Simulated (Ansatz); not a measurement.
System: Zn-vacancy pair (Zn on one host Al site, one Al site vacant) in fcc Al (neutral cell). The step: direct exchange of Zn with the vacancy (Zn-vacancy distance between ideal sites 2.86 Å throughout); the atom moves 2.71 Å along (0.00, 0.47, 0.47) of the unit cell; the moving atom starts with neighbours 4 Al at 2.80, 2 Al at 2.85, 4 Al at 2.90, Al at 2.93 Å and ends with 4 Al at 2.80, 2 Al at 2.85, 4 Al at 2.90, Al at 2.93 Å. A PBE band in Ansatz (plane-wave PAW, a 3×3×3 k-point mesh shifted by half a step, 32 host sites, 18 SCF runs with any check of the saddle's order, static, no finite-size correction) gives a forward barrier of 0.33 eV. The saddle point's order was not checked, and it lies on a symmetry element of the cell, where a band can be held. Forms of the defect that were not tried may lie lower.

Single points at the band's start and saddle point can refine it. Rough cost of one point, in units of the band's mean SCF on the same machine:

```tsv
Level	Cost of one point
PBE, a 5×5×5 k-point mesh shifted by half a step	about 5
r2SCAN at 500 eV, a 3×3×3 k-point mesh shifted by half a step	under 2
```

### Question
Which of these move the barrier by more than 0.1 eV, and how far does each move it?

### Answer
Not one does. PBE, a 5×5×5 k-point mesh shifted by half a step: 0.00 eV; r2SCAN at 500 eV, a 3×3×3 k-point mesh shifted by half a step: +0.04 eV. Each functional is compared with PBE at the same k-points.

Ansatz is a quantum-chemistry and plane-wave program.
